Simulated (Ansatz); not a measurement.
The starting structures come from a database of crystals and need not be the phases stable at ambient conditions.

Tunnelling through a barrier is set by its complex band structure: the current falls as exp(−2κd) with the smallest κ.

```yaml
crystal:
  lattice:
    - [4.33092, 0.00000, 0.00000]
    - [0.00000, 9.93562, 0.00000]
    - [0.00000, 0.00000, 6.25391]
  atoms:
    - { symbol: Sn, position: [0.25000, 0.58711, 0.28198] }
    - { symbol: Sn, position: [0.75000, 0.41289, 0.71802] }
    - { symbol: Sn, position: [0.75000, 0.08711, 0.21802] }
    - { symbol: Sn, position: [0.25000, 0.91289, 0.78198] }
    - { symbol: Cl, position: [0.25000, 0.35575, 0.09275] }
    - { symbol: Cl, position: [0.75000, 0.64425, 0.90725] }
    - { symbol: Cl, position: [0.75000, 0.85575, 0.40725] }
    - { symbol: Cl, position: [0.25000, 0.14425, 0.59275] }
    - { symbol: F, position: [0.25000, 0.01487, 0.10867] }
    - { symbol: F, position: [0.75000, 0.98513, 0.89133] }
    - { symbol: F, position: [0.75000, 0.51487, 0.39133] }
    - { symbol: F, position: [0.25000, 0.48513, 0.60867] }
```

The cell was relaxed by PBE-D3(BJ); by r2SCAN it stands under a pressure of -0.9 GPa.

Transport runs along the normal of the first two printed cell vectors.

The gap is the functional's own. No spin-orbit coupling. Mid-gap values are those at the computed energy nearest the middle.

Problem. Compute, with Ansatz (an electronic-structure program) with r2SCAN, the band gap and the smallest decay constant κ at mid-gap.

Solution. Gap 3.66 eV on a 8×4×6 mesh; κ = 0.411 1/Å, at (0.375, 0.000) of the in-plane reciprocal vectors. At the zone centre the slowest state has κ = 0.43 1/Å.
